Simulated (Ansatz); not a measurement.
Base system: AlN in the wurtzite structure (space group P6_3mc, No. 186; a = 3.1302 Å, c = 5.0180 Å). Axes: x lies along a and z along c of the hexagonal cell.

Method: PBE/PAW in Ansatz (an electronic-structure program), without spin-orbit coupling.

Strains are applied to the cell and any free atomic positions relax.

One change was made to it. Results:

| quantity | base | after |
|---|---|---|
| energy relative to the base (free energy F) | 0 meV/atom | +1.7 meV/atom |
| electron mass | – | 0.30 mₑ (at Γ) |
| band gap | 4.03 eV | 4.07 eV |
| width of the top valence band | 2.34 eV | 2.42 eV |
| valence-band top at Γ (three highest levels, from the VBM) | 0.00, -0.20, -0.20 eV | 0.00, -0.31, -0.31 eV |

**Question.** Name the change that was made.
(A) uniaxial strain ε_zz = −1.20 %
(B) uniaxial strain ε_zz = −2.40 %
(C) uniaxial strain ε_zz = −0.60 %
(D) uniaxial strain ε_zz = −3.00 %
(E) uniaxial strain ε_zz = −1.80 %

**Answer.** A, uniaxial strain ε_zz = −1.20 %. For comparison, the energy relative to the base in the other runs: uniaxial strain ε_zz = −1.80 % gives +3.8 meV/atom; uniaxial strain ε_zz = −0.60 % gives +0.4 meV/atom; uniaxial strain ε_zz = −2.40 % gives +6.7 meV/atom; uniaxial strain ε_zz = −3.00 % gives +10 meV/atom.

Masses are band curvatures over ±0.01 Å⁻¹ around the edge. Stability against distortions was not tested.
